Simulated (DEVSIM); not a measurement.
Structure: Pd/Al2O3/p-Si capacitor, at 250 K.

| layer (left to right) | material | thickness (nm) | Na (cm⁻³) |
|---|---|---|---|
| 1 | Al2O3 | 9.90 | - |
| 2 | Si | 4900 | 1.4e16 |

Metal gate on the left, work function 5.2 eV. Fixed charge at the semiconductor interface -9.2e10 cm⁻² (in units of +e); no interface traps.

Constants are typed, rounded textbook-type inputs, not results; the design itself was drawn at random and stands for no fabricated device. Values at 300 K; Nc and Nv go as T^1.5, mobilities as T to minus their exponent, the gap by Varshni's rule with the affinity fixed.

| parameter | Al2O3 | Si |
|---|---|---|
| gap (eV) | 6.8 | 1.124 |
| affinity (eV) | 1.35 | 4.05 |
| permittivity | 9 | 11.7 |
| Nc (cm⁻³) | - | 2.86e19 |
| Nv (cm⁻³) | - | 3.1e19 |
| Varshni α (eV/K) | - | 0.000473 |
| Varshni β (K) | - | 636 |

Simulated with DEVSIM: 1D Poisson equation in equilibrium, Boltzmann statistics, complete ionisation; no quantum confinement or tunnelling. Metal contacts follow the ideal Schottky-Mott rule: no Fermi-level pinning, no interface dipoles.

**Question.** Tabulate band edges, carrier densities and field at 0.8 V on the gate.

**Answer.** Energies count from the Fermi level of the right contact; mesh points crowd at the junctions.

```tsv
x (μm)	Ec (eV)	Ev (eV)	n (cm⁻³)	p (cm⁻³)	field (V/cm)
0.000	3.050	-3.750	< 1e2	< 1e2	80000
0.001386	3.061	-3.739	< 1e2	< 1e2	80000
0.003886	3.081	-3.719	< 1e2	< 1e2	80000
0.007357	3.109	-3.691	< 1e2	< 1e2	80000
0.009646	3.128	-3.672	< 1e2	< 1e2	80000
0.01095	0.435	-0.701	3.8e10	170000	47000
0.01372	0.448	-0.688	2.1e10	310000	47000
0.02398	0.495	-0.641	2.3e9	2800000	45000
0.04430	0.581	-0.555	4.2e7	1.5e8	40000
0.08894	0.739	-0.397	28000	2.3e11	31000
0.1958	0.943	-0.193	< 1e2	3.1e15	8300
0.5621	0.976	-0.160	< 1e2	1.4e16	≈ 0
1.300	0.976	-0.160	< 1e2	1.4e16	≈ 0
2.842	0.976	-0.160	< 1e2	1.4e16	≈ 0
4.235	0.976	-0.160	< 1e2	1.4e16	≈ 0
4.621	0.976	-0.160	< 1e2	1.4e16	≈ 0
4.782	0.976	-0.160	< 1e2	1.4e16	≈ 0
4.856	0.976	-0.160	< 1e2	1.4e16	≈ 0
4.892	0.976	-0.160	< 1e2	1.4e16	≈ 0
4.903	0.976	-0.160	< 1e2	1.4e16	≈ 0
4.907	0.976	-0.160	< 1e2	1.4e16	≈ 0
4.910	0.976	-0.160	< 1e2	1.4e16	≈ 0
```
